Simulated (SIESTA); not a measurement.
## Input and output of a self-consistent single point for ZnSb4O8 (P1, 13 atoms in the cell) (SIESTA)

Level of theory: LDA PW92, numerical atomic orbitals DZP, PseudoDojo LDA standard norm-conserving potentials (rewritten from UPF to PSML) (SIESTA 5.4.2).

Input:

```
# files in the folder: Zn.psml Sb.psml O.psml (PseudoDojo LDA standard)
SystemName  Zn(SbO2)4
SystemLabel siesta

NumberOfAtoms                13
NumberOfSpecies              3
%block ChemicalSpeciesLabel
  1 30 Zn
  2 51 Sb
  3 8 O
%endblock ChemicalSpeciesLabel
LatticeConstant              1.0 Ang
%block LatticeVectors
     3.255970000    0.000000000    0.000000000
     0.800994000    8.367158000    0.000000000
     1.102316000    3.812682000    8.557708000
%endblock LatticeVectors
AtomicCoordinatesFormat      Fractional
%block AtomicCoordinatesAndAtomicSpecies
     0.433040000    0.381120000    0.825260000  1
     0.629980000    0.694160000    0.485520000  2
     0.051170000    0.794480000    0.811820000  2
     0.862640000    0.306180000    0.130210000  2
     0.249090000    0.338140000    0.471470000  2
     0.785210000    0.389380000    0.306820000  3
     0.364740000    0.154230000    0.233820000  3
     0.555010000    0.927680000    0.689500000  3
     0.134730000    0.643120000    0.688360000  3
     0.201170000    0.610310000    0.381740000  3
     0.930630000    0.259920000    0.938040000  3
     0.665530000    0.423840000    0.604440000  3
     0.359460000    0.476870000    0.024220000  3
%endblock AtomicCoordinatesAndAtomicSpecies

XC.functional                LDA
XC.authors                   PW92
PAO.BasisSize                DZP
PAO.EnergyShift              0.01 Ry
MeshCutoff                   350 Ry
%block kgrid.MonkhorstPack
    7   0   0  0.0
    0   3   0  0.0
    0   0   3  0.0
%endblock kgrid.MonkhorstPack
OccupationFunction           MP
OccupationMPOrder            0
ElectronicTemperature        580.23 K

MaxSCFIterations             150
SCF.Mixer.Method             Pulay
SCF.Mixer.Weight             0.25
SCF.Mixer.History            6
SCF.DM.Tolerance             1.0E-04
Diag.ParallelOverK           true
WriteForces                  true
```

The program printed (abridged):

```
reinit: Reading from file input.fdf

reinit: System Name: Zn(SbO2)4
reinit: System Label: siesta

coor:   Atomic-coordinates input format  =     Fractional

siesta: Atomic coordinates (Bohr) and species
siesta:      4.96041  11.97207  13.34588  1        1
siesta:      5.93830  14.47394   7.85170  2        2
siesta:      3.20850  18.41113  13.12853  2        3
siesta:      6.04242   5.77936   2.10572  2        4
siesta:      3.02656   8.74345   7.62448  2        5
siesta:      6.05983   8.36735   4.96181  3        6
siesta:      2.96472   4.12328   3.78127  3        7
siesta:      6.25539  19.63594  11.15040  3        8
siesta:      3.23635  15.12836  11.13197  3        9
siesta:      2.95677  12.40041   6.17339  3       10
siesta:      8.07350  10.86827  15.16972  3       11
siesta:      5.99558  11.05655   9.77484  3       12
siesta:      2.98399   7.71460   0.39168  3       13

siesta: System type = bulk

initatomlists: Number of atoms, orbitals, and projectors:     13   195   194

siesta: ******************** Simulation parameters ****************************
redata: Spin configuration                          = none
redata: Time-Reversal Symmetry                      = T
redata: Number of Atomic Species                    =        3
redata: Mesh Cutoff                                 =   350.0000 Ry
redata: Net charge of the system                    =     0.0000 |e|
redata: Min. number of SCF Iter                     =        0
redata: Max. number of SCF Iter                     =      150
redata: SCF convergence failure will abort job
redata: SCF mix quantity                            = Hamiltonian
redata: Mix DM or H after convergence               =   F
redata: Recompute H after scf cycle                 =   F
redata: Mix DM in first SCF step                    =   T
redata: No kicks to SCF
redata: DM Mixing Weight for Kicks                  =     0.5000
   [... lines left out ...]
diag: Used triangular part                          = Lower
diag: Absolute tolerance                            =  0.100E-15
diag: Orthogonalization factor                      =  0.100E-05
diag: Memory factor                                 =  1.0000

superc: Internal auxiliary supercell:     5 x     3 x     3  =      45
superc: Number of atoms, orbitals, and projectors:    585   8775   8730

                        Single-point calculation

superc: Internal auxiliary supercell:     5 x     3 x     3  =      45
superc: Number of atoms, orbitals, and projectors:    585   8775   8730

outcell: Unit cell vectors (Ang):
        3.255970    0.000000    0.000000
        0.800994    8.367158    0.000000
        1.102316    3.812682    8.557708

outcell: Cell vector modules (Ang)   :    3.255970    8.405410    9.433240
outcell: Cell angles (23,13,12) (deg):     65.5769     83.2894     84.5317
outcell: Cell volume (Ang**3)        :    233.1395
new_DM -- step:     1
Initializing Density Matrix...

Attempting to read DM from file... Failed...
DM filled with atomic data:

InitMesh: MESH = 40 x 90 x 100 = 360000
InitMesh: Mesh cutoff (required, used) =   350.000   377.387 Ry

stepf: Methfessel-Paxton step function
       Using Hermite-Gauss polynomials of order  0
        iscf     Eharris(eV)        E_KS(eV)     FreeEng(eV)     dDmax    Ef(eV) dHmax(eV)
   scf:    1   -17866.583099   -18715.003535   -18715.019227  1.071718 -1.322115155.851008
   scf:    2   -18277.900930   -18936.437887   -18936.444083  5.124690 -3.808708 87.322669
   scf:    3   -19165.629873   -19127.014881   -19127.014881  4.508123 -3.945652 29.027402
   scf:    4   -19137.368846   -19133.420911   -19133.420911  0.253788 -4.489902 23.269396
   scf:    5   -19139.525892   -19136.888415   -19136.888415  0.252146 -4.286641 12.971658
   scf:    6   -19139.658105   -19138.461015   -19138.461015  0.178373 -4.632496  4.866467
   scf:    7   -19139.131020   -19138.910843   -19138.910843  0.081925 -3.901516  0.688799
   scf:    8   -19138.935563   -19138.925371   -19138.925371  0.015621 -4.794752  0.217525
   scf:    9   -19138.929954   -19138.928083   -19138.928083  0.009406 -4.817925  0.057876
   scf:   10   -19138.928438   -19138.928288   -19138.928288  0.001883 -4.823480  0.037397
   scf:   11   -19138.928440   -19138.928370   -19138.928370  0.001428 -4.834807  0.010447
   scf:   12   -19138.928384   -19138.928378   -19138.928378  0.000261 -3.890264  0.004402
   scf:   13   -19138.928382   -19138.928380   -19138.928380  0.000169 -3.890983  0.001989
   scf:   14   -19138.928380   -19138.928380   -19138.928380  0.000097 -3.890877  0.000500
SCF Convergence by DM+H criterion
max |DM_out - DM_in|         :     0.0000973016
max |H_out - H_in|      (eV) :     0.0005004046
SCF cycle converged after 14 iterations

Using DM_out to compute the final energy and forces

siesta: E_KS(eV) =           -19138.9284

siesta: E_KS - E_eggbox =    -19138.9284

siesta: Atomic forces (eV/Ang):
     1    0.041789    0.224259    0.140684
     2    0.186693    0.381929    0.275211
     3    0.027917   -0.211373    0.471741
     4    0.001006   -0.154124   -0.349921
     5   -0.067519   -0.269438    0.137708
     6    0.006936    0.286656    0.115788
     7   -0.012274   -0.000246    0.261041
     8    0.012668    0.147852   -0.300724
     9   -0.047078   -0.623083   -0.108078
    10   -0.085462    0.059282    0.008126
    11    0.010134    0.284306   -0.605014
    12   -0.049830   -0.038654    0.412590
    13   -0.020451   -0.089670   -0.459480
   Tot    0.004529   -0.002306   -0.000327
   Max    0.623083
   Res    0.246450    sqrt( Sum f_i^2 / 3N )
   Max    0.623083    constrained

Stress tensor Voigt[x,y,z,yz,xz,xy] (kbar):       38.65       44.15       52.91        2.11        1.26       -2.49
(Free)E + p*V (eV/cell)   -19145.5112
Target enthalpy (eV/cell)   -19138.9284

siesta: Program's energy decomposition (eV):
siesta: Ebs     =     -3083.273011
siesta: Eions   =     24138.673808
siesta: Ena     =      2085.712589
siesta: Ekin    =     10734.167798
siesta: Enl     =     -3983.998614
siesta: Eso     =         0.000000
siesta: Edftu   =         0.000000
siesta: DEna    =        83.930445
siesta: DUscf   =         9.310220
siesta: DUext   =         0.000000
siesta: Ex      =     -3601.831553
siesta: Ec      =      -327.545457
siesta: Exc     =     -3929.377010
siesta: Eharris =    -19138.928380
siesta: Etot    =    -19138.928380
siesta: FreeEng =    -19138.928380

siesta: Atomic forces (eV/Ang):
siesta:      1    0.041789    0.224259    0.140684
siesta:      2    0.186693    0.381929    0.275211
siesta:      3    0.027917   -0.211373    0.471741
siesta:      4    0.001006   -0.154124   -0.349921
siesta:      5   -0.067519   -0.269438    0.137708
siesta:      6    0.006936    0.286656    0.115788
siesta:      7   -0.012274   -0.000246    0.261041
siesta:      8    0.012668    0.147852   -0.300724
siesta:      9   -0.047078   -0.623083   -0.108078
siesta:     10   -0.085462    0.059282    0.008126
siesta:     11    0.010134    0.284306   -0.605014
siesta:     12   -0.049830   -0.038654    0.412590
siesta:     13   -0.020451   -0.089670   -0.459480
siesta: ----------------------------------------
siesta:    Tot    0.004529   -0.002306   -0.000327

siesta: Stress tensor (static) (eV/Ang**3):
siesta:     0.024126   -0.001555    0.000789
siesta:    -0.001555    0.027557    0.001316
siesta:     0.000789    0.001316    0.033024

siesta: Cell volume =        233.139483 Ang**3

siesta: Pressure (static):
siesta:                Solid            Molecule  Units
siesta:          -0.00030753         -0.00032851  Ry/Bohr**3
siesta:          -0.02823567         -0.03016280  eV/Ang**3
siesta:         -45.23852625        -48.32613081  kBar
```

The run converged in 14 iterations.

The starting cell comes from a database of computed structures (which also holds hypothetical and non-ambient phases and stackings), without a prior relaxation at this level. Values carry the incompleteness of an atom-centred basis. With a pressure of about -5 GPa the cell is away from its equilibrium volume at this level.

Cost on one core of a shared machine: roughly 90 s.
